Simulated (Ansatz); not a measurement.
Take LiNbO₃ (space group R3c, No. 161; a = 5.137 Å, c = 13.885 Å (hexagonal axes)) as the base.

Method: plane-wave PAW DFT at the r2SCAN level (Ansatz, a first-principles code, 500 eV), no SOC.

For the base:

```
Quantity              Result
-------------------  -------
Lattice parameter a  5.137 Å
c/a ratio              2.703
```

Now apply this change: cell and atoms relaxed at a pressure of 15 GPa.

Estimate the effect on the lattice parameter a.

The lattice parameter a decreases by 0.1818 Å, from 5.137 Å to 4.956 Å.

What does the calculation give for the c/a ratio after the change?

The c/a ratio goes up by 0.018 to 2.721.

Load acts through the strain it causes; cell and atoms are relaxed under it. No phonon test of stability was made. No other phases were tried under pressure.
